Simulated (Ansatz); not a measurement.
Given:

```yaml
crystal:
  lattice:
    - [10.09656, 0.00000, 0.00000]
    - [0.00000, 3.64420, 0.00000]
    - [0.00000, 0.00000, 4.01941]
  atoms:
    - { symbol: Ge, position: [0.11500, 0.25000, 0.10257] }
    - { symbol: Ge, position: [0.38500, 0.75000, 0.60257] }
    - { symbol: Ge, position: [0.88500, 0.75000, 0.89743] }
    - { symbol: Ge, position: [0.61500, 0.25000, 0.39743] }
    - { symbol: S, position: [0.85606, 0.25000, 0.48674] }
    - { symbol: S, position: [0.64394, 0.75000, 0.98674] }
    - { symbol: S, position: [0.14394, 0.75000, 0.51326] }
    - { symbol: S, position: [0.35606, 0.25000, 0.01326] }
```

No spin polarisation.

0.739 electrons added to each cell, a density of 5.0×10^21 cm⁻³, with a uniform compensating background at fixed cell and a 300 K Fermi–Dirac width.

Level of theory: Kohn–Sham DFT with the PBEsol-D3(BJ) functional, run in Ansatz (a quantum-chemistry and plane-wave program) with PAW and 420 eV plane waves, no spin-orbit coupling. Γ-centred 5×13×12 mesh, Fermi–Dirac width 0.0259 eV.

Q: Predict the Fermi level relative to the doped band's edge (positive inside the band; to 0.05 eV).

A: +0.80 eV.

Q: Predict the gap between the host's bands.

A: 0.41 eV.

Q: What is the computed gap character?

A: Indirect, Γ–Z (67 % along) → Γ.

Charged cell with a jellium background: band edges are those of the host's band count, energies are not comparable with the neutral cell, and many-body gap narrowing is missing. Whether these cells are dynamically stable was not tested. The cell was made from GeS in the GeS type structure (space group Pnma, No. 62; layered, stacked along the Cartesian x axis) by this change: electrons 5.0×10^21 cm⁻³.
